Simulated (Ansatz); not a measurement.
**Pressure series in CdS**

The reference is CdS in the wurtzite structure (space group P6_3mc, No. 186; a = 4.1966 Å, c = 6.8302 Å).

Cell and atoms are relaxed at each pressure.

Method: PBE (Ansatz, a quantum-chemistry and plane-wave program, PAW, spin-orbit coupling left out), earlier PAW set.

```tsv
pressure (GPa)	band gap (eV)
-2	1.01
-1	?
0	1.11
1.8	1.18
4.2	1.27
9	1.39
18	1.53
```

### Question
Fit E_g = E₀ + αP + βP² to the rows shown and predict the withheld row.

### Answer
Least squares on the printed values gives E₀ = 1.11 eV, α = 41.9 meV/GPa, β = -1.0 meV/GPa² (largest residual 0.01 eV); this predicts 1.06 eV, and the run gives 1.06 eV, in agreement.

Load acts through the strain it causes; cell and atoms are relaxed under it. Stability against distortions was not tested. Measured, CdS leaves this structure (for rock salt) near 2.54 GPa (temperature not stated; as listed in Datta, Sujoy, Jana, Debnarayan, arXiv (2020)), on rising pressure, with hysteresis.
